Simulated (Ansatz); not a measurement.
Consider the following.

```
Ir3V
1.0
    5.40131     0.00000     0.00000
   -2.70066     4.67768     0.00000
    0.00000     0.00000     4.31004
V Ir
2 6
Cartesian
  0.00000   3.11845   3.23253
  2.70066   1.55923   1.07751
  0.00000   1.56656   1.07751
  2.70066   3.11112   3.23253
  4.04464   0.78328   3.23253
 -1.34398   3.89440   1.07751
  1.34398   3.89440   1.07751
  1.35668   0.78328   3.23253
```

These are PBEsol, DFPT electron-phonon coupling, linearised Boltzmann equation (plane waves, PAW, scalar-relativistic; Ansatz, an electronic-structure program) values and carry that method's errors. Cell: relaxed with this functional, without spin-orbit coupling.

Task: Estimate the phonon-limited resistivity at 300 K, by direction if it differs.

Result: 13.6 (x), 13.6 (y), 9.4 (z) μΩ·cm.

Task: And the electrons' mean free path at that temperature?

Result: 13.4 (x), 13.4 (y), 12.9 (z) nm, weighted by the current that each state carries. Wires not much wider than this gain resistivity from their walls.

A metal at this level (no band gap). Only scattering by harmonic phonons is included (no impurities, grain boundaries, electron-electron scattering or thermal expansion). Spin-orbit coupling is left out, which matters with elements this heavy. Halving the electron mesh (20x20x20) moves the resistivity by up to 4 % at 300 K, the mean free path by up to 3 %. Smearing 0.20 eV; phonons on a 3x3x3 q mesh, which this run doesn't test.

Computed structure with no diffraction record at hand here (it may be known, metastable or hypothetical): VIr3 (P6_3/mmc). Treated as nonmagnetic (a ferromagnetic start lost its moment, other orders weren't tried): VIr3 (P6_3/mmc).
